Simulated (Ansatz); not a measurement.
We consider SnO (model structure, started from the 4H type, P6₃mc, No. 186, 8 atoms in the cell), described by PBEsol (plane waves, PAW; Ansatz, a quantum-chemistry and plane-wave program).

Run with plane-wave cutoff 500 eV, 12×12×4 k mesh (along the axes of the cell as run), Fermi–Dirac smearing 0.05 eV, scalar-relativistic PAW data made under PBE.

Cell (relaxed at this level):

```cif
data_O4Sn4
_chemical_formula_sum 'Sn4 O4'
_space_group_name_H-M_alt 'P63mc'
_space_group_IT_number 186
_space_group_name_Hall 'P 6c -2c'
_cell_length_a 3.28857
_cell_length_b 3.28857
_cell_length_c 16.82539
_cell_angle_alpha 90.000
_cell_angle_beta 90.000
_cell_angle_gamma 120.000
loop_
_atom_site_label
_atom_site_type_symbol
_atom_site_symmetry_multiplicity
_atom_site_Wyckoff_symbol
_atom_site_fract_x
_atom_site_fract_y
_atom_site_fract_z
_atom_site_occupancy
Sn1 Sn 2 a 0.00000 0.00000 0.49904 1
Sn2 Sn 2 b 0.33333 0.66667 0.24998 1
O1 O 2 a 0.00000 0.00000 0.31379 1
O2 O 2 b 0.33333 0.66667 0.06282 1
```

Task: Estimate the band gap that the calculation returns.

Result: 
- band gap = 1.18 eV (on the SCF k mesh)

Note: the relaxation could raise the start's symmetry but not lower it, so the cell can be a saddle point; the cell has widely spaced layers and the level no dispersion term, so their spacing and the moduli can rest on weak binding.

Spin–orbit coupling is not included.

Computed values are for the static lattice.

A model structure was made by putting elements into a prototype or built by hand; it is no filed structure, need not be a known phase, and can be a saddle point held by its symmetry.
